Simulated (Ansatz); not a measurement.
ZnO: transverse stress against strain

ZnO (wurtzite, P6_3mc, 12.327 Å³/atom at rest, c along z) under a strain ε along c (axis z), the other axes held. PBE in Ansatz, a plane-wave DFT program (PAW, default set), 420 eV, 12×12×6 Γ-centred mesh, Fermi-Dirac smearing 0.05 eV; ions are relaxed within the symmetry of each cell. Stress is positive for a compressed cell.

Here s stands for strain and y for stress xx.

```csv
strain (%),stress xx (GPa)
-1.20,1.15
-0.60,0.56
0.00,0.00
0.60,-0.54
1.20,-1.07
3.00,?
```

Taking a straight line for y over the 5 complete rows: Means: s 0, y 0.020. About the means, the sum of products is -3.3240 and the sum of squares of s is 3.6000; the slope is their ratio. Least squares gives y = 0.020 - 0.9233·s. Residuals (row less fit): 0.022, -0.014, -0.020, -0.006, 0.018; standard error 0.022 (degrees of freedom: 3). The slope gives the elastic constant C13 = 92 ± 1.2 GPa.

What does the fit predict for y at s = 3.00, and how far is the calculated value from it?

y = 0.020 - 0.9233 × 3.0 = -2.750 GPa. The calculation gives -2.46 GPa, 0.290 GPa above the prediction (8.0 % of the range of y in the table). The row lies outside the fitted rows, so this is an extrapolation. From the scatter of the fitted rows alone, a prediction at this place has a standard error of 0.042 GPa, so the miss is 6.9 times that.

One order more, fitted to all 11 runs of the series, follows each within 0.01, so the miss is the next term of a smooth law. Rows are the converged runs of the series near zero and its far end; series whose fitted rows scatter by over a few per cent of the range, as at a crossing or softening among them, aren't shown in this form. Most that stay on the fit to the last digits aren't either.
